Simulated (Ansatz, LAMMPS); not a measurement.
**Ge well of 21 atomic layers along [001] in random Si0.2Ge0.8, interfaces graded over 4 layers**

Cell 17.11 × 17.11 × 69.05 Å, Si85Ge779, 864 atoms. Prepared with Tersoff's 1989 multicomponent potential (SiCGe.tersoff) (LAMMPS): minimisation. 

These are PBE, support functions at accuracy medium on the grid of 370 eV (norm-conserving potentials; Ansatz, a program for electronic structure) values and carry that method's errors.

Basis: localised support functions (accuracy medium) on a full density matrix. k-points: zone centre alone; occupations: Fermi-Dirac, 0.010 eV; spin polarisation not allowed. Scalar-relativistic, no spin-orbit coupling.

```
Property                                                                                     Result
----------------------------------------  ---------------------------------------------------------
electronic character of the cell                                   no gap resolved at this smearing
coordination (neighbours within 2.976 Å)                                             100.0 % 4-fold
Ge-Ge bonds, mean ± spread                                                          2.486 ± 0.005 Å
Ge-Si bonds, mean ± spread                                                          2.439 ± 0.007 Å
Si-Si bonds, mean ± spread                                                          2.392 ± 0.007 Å
bond angles, mean ± spread                                                            109.5° ± 0.9°
pressure                                                                                   0.41 GPa
cost of the final run                     around 40 core-minutes (rough), 12 SCF iterations, 17 GiB
```
